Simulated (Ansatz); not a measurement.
The parent structure is MgO in the rock salt structure (space group Fm-3m, No. 225; a = 4.204 Å). Axes: x, y, z lie along the cube axes.

The values are results of r2SCAN in Ansatz (plane waves to 500 eV, PAW, no spin-orbit coupling), not measurements.

Strains are applied to the cell and any free atomic positions relax.

One change was made to it. Results:

| quantity | base | after |
|---|---|---|
| shortest interatomic distance | 2.102 Å | 2.102 Å |
| band gap | 5.68 eV | 5.63 eV |
| hole mass | – | 0.42 mₑ along z, 2.2 mₑ across (at Γ) |

Question: What was done to the base?
A. uniaxial strain ε_zz = +0.50 %
B. uniaxial strain ε_zz = +1.00 %
C. uniaxial strain ε_zz = +2.50 %

Answer: A, uniaxial strain ε_zz = +0.50 %. For comparison, the band gap in the other runs: uniaxial strain ε_zz = +2.50 % gives 5.40 eV; uniaxial strain ε_zz = +1.00 % gives 5.57 eV.

Masses are band curvatures over ±0.01 Å⁻¹ around the edge. Stability against distortions was not tested.

Ansatz is a quantum-chemistry and plane-wave program.
